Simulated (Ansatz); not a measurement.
CuI, pressure series

The parent structure is CuI in the zinc blende structure (space group F-43m, No. 216; a = 6.0789 Å).

Cell and atoms are relaxed at each pressure.

All numbers come from Kohn–Sham DFT with the PBE functional, run in Ansatz (a quantum-chemistry and plane-wave program) with PAW and 420 eV plane waves, without spin-orbit coupling.

Computed cases, in order: pressure −2 GPa; pressure −1 GPa; 0 GPa (base); pressure 1.8 GPa; pressure 4.2 GPa; pressure 9 GPa; pressure 18 GPa; pressure 30 GPa; pressure 45 GPa; pressure 60 GPa.

Problem. Between which two neighbouring cases does the gap turn between direct and indirect?

Solution. Between pressure 18 GPa (1.87 eV, direct at Γ) and pressure 30 GPa (1.93 eV, indirect, Γ → X). The whole series: pressure −2 GPa: 0.96 eV, direct at Γ; pressure −1 GPa: 1.03 eV, direct at Γ; 0 GPa (base): 1.10 eV, direct at Γ; pressure 1.8 GPa: 1.21 eV, direct at Γ; pressure 4.2 GPa: 1.34 eV, direct at Γ; pressure 9 GPa: 1.56 eV, direct at Γ; pressure 18 GPa: 1.87 eV, direct at Γ; pressure 30 GPa: 1.93 eV, indirect, Γ → X; pressure 45 GPa: 1.70 eV, indirect, Γ → X; pressure 60 GPa: 1.50 eV, indirect, Γ → X.

With I present, leaving out spin-orbit coupling can change the band edges. Load acts through the strain it causes; cell and atoms are relaxed under it. Whether these cells are dynamically stable was not tested. Tetrahedral semiconductors of this kind turn to denser phases somewhere between about 1 and 50 GPa; those were not computed, so compressed cells here can lie past the real transition. All final runs are without spin polarisation.
